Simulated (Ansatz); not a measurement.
Band structure of Co4N (Pm-3m, 5 atoms in the cell).

```
Co4N
1.0
    3.70953     0.00000     0.00000
    0.00000     3.70953     0.00000
    0.00000     0.00000     3.70953
Co N
4 1
Direct
  0.50000   0.00000   0.00000
  0.00000   0.50000   0.00000
  0.00000   0.00000   0.50000
  0.50000   0.50000   0.50000
  0.00000   0.00000   0.00000
```
Moments meant for the start (each program seeds them in its own way; μB, in the order of the atoms Co Co Co Co N): 3.0 3.0 3.0 3.0 0.0.

Method of the run: PBEsol, PAW files made with PBE (plane waves; Ansatz, an electronic-structure program).

Settings: kpoints.mp_grid.grid = 9 9 9; hamiltonian.xc = pbesol; hamiltonian.pseudopotentials = {kind: paw} (the program's default PAW files); magnetization.spin_polarized = true; scf.occupations.method = fermi_dirac; scf.occupations.width = 0.0073 Ry; kpoints.band_path.npoints = 8.

The starting cell comes from a database of computed structures (which also holds hypothetical and non-ambient phases and stackings), without a prior relaxation at this level. The magnetic order is the one reached from the typed start; others were not searched systematically.

Levels in eV from the Fermi level, bands 37 to 44 of the first spin channel:
```tsv
point	37	38	39	40	41	42	43	44
Γ	-1.01	-0.84	-0.84	-0.84	1.94	4.73	4.73	4.73
X	-1.24	-1.01	-1.01	-0.84	2.14	3.13	6.29	6.29
M	-1.03	-0.46	-0.46	-0.20	0.33	4.64	4.64	5.22
R	-1.03	-0.92	-0.92	-0.92	1.41	1.41	1.41	4.56
```

Bands cross the Fermi level along this path, so the cell is metallic at this level.

The net moment of the cell came out as 6.21 μB.

Keys are those of Ansatz 0.2.
